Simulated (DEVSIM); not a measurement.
## illuminated Si n-on-p cell, one wavelength

System: illuminated Si n-on-p cell, one wavelength, at 300 K.

| layer (left to right) | material | thickness (μm) | Nd (cm⁻³) | Na (cm⁻³) | τn (s) | τp (s) | absorption coefficient (cm⁻¹) |
|---|---|---|---|---|---|---|---|
| 1 | Si | 0.150 | 5.3e18 | - | 1.1e-7 | 3.7e-7 | 650 |
| 2 | Si | 47.0 | - | 1e17 | 9.7e-7 | 9.7e-7 | 650 |

Left contact: ohmic, minority hole recombination velocity 1e6 cm/s. Right contact: ohmic, minority electron recombination velocity 6e6 cm/s. Voltage is applied to the left contact. Recombination: SRH at mid-gap, radiative, Auger. Gap narrowing is on: ΔEg = 6.92 meV × (l + √(l² + 0.5)), l = ln(N/1.3e17 cm⁻³), shared equally by both band edges. Light enters at the left, 4.5e15 photons cm⁻² s⁻¹, one pass, no reflection. Mobility is μmin + (μ − μmin)/(1 + (N/Nref)^α).

Constants are typed, rounded textbook-type inputs, not results; the design itself was drawn at random and stands for no fabricated device. Values at 300 K.

| parameter | Si |
|---|---|
| gap (eV) | 1.124 |
| affinity (eV) | 4.05 |
| permittivity | 11.7 |
| Nc (cm⁻³) | 2.86e19 |
| Nv (cm⁻³) | 3.1e19 |
| μn (cm²/Vs) | 1417 |
| μp (cm²/Vs) | 470 |
| μn,min | 52 |
| μp,min | 45 |
| Nref,n | 9.7e16 |
| Nref,p | 2.2e17 |
| αn | 0.68 |
| αp | 0.72 |
| B (cm³/s) | 4.7e-15 |
| Cn (cm⁶/s) | 2.8e-31 |
| Cp (cm⁶/s) | 9.9e-32 |

Simulated with DEVSIM: 1D drift-diffusion, Boltzmann statistics, complete ionisation; no tunnelling, impact ionisation, image-force lowering or self-heating.

```yaml
potential_step_across_the_device_at_zero_bias: 0.905 V
largest_field_in_the_device_at_zero_bias: 170000 V/cm
Dark forward voltage at 1 A/cm²: 0.677 V
Dark forward voltage at 100 A/cm²: 0.848 V
short_circuit_current: 0.467 mA/cm²
open_circuit_voltage: 0.477 V
fill_factor: 0.79
largest_power: 0.176 mW/cm²
share_of_generated_pairs_collected_at_short_circuit: 0.680
```

Dark reverse current:

```json
[
 {"V (V)": "0.04", "J (A/cm²)": "5.5e-10"},
 {"V (V)": "0.10", "J (A/cm²)": "1.1e-9"},
 {"V (V)": "0.20", "J (A/cm²)": "1.9e-9"},
 {"V (V)": "0.30", "J (A/cm²)": "2.5e-9"},
 {"V (V)": "0.40", "J (A/cm²)": "3.1e-9"},
 {"V (V)": "0.60", "J (A/cm²)": "4.3e-9"},
 {"V (V)": "0.80", "J (A/cm²)": "5.3e-9"},
 {"V (V)": "1.00", "J (A/cm²)": "6.3e-9"}
]
```

Dark forward current:

```csv
V (V),J (A/cm²)
-0.05,-1.4e-9
-0.10,-4.9e-9
-0.15,-1.5e-8
-0.20,-4.9e-8
-0.25,-1.8e-7
-0.30,-7.9e-7
-0.35,-4.2e-6
-0.40,-2.6e-5
-0.45,-0.00017
-0.50,-0.0011
-0.55,-0.0078
-0.60,-0.054
-0.65,-0.37
-0.70,-2.4
-0.75,-13
-0.80,-44
-0.85,-100
-0.90,-200
-0.95,-330
-1.00,-500
-1.05,-710
-1.10,-960
-1.15,-1300
-1.20,-1600
-1.25,-2000
-1.30,-2400
```
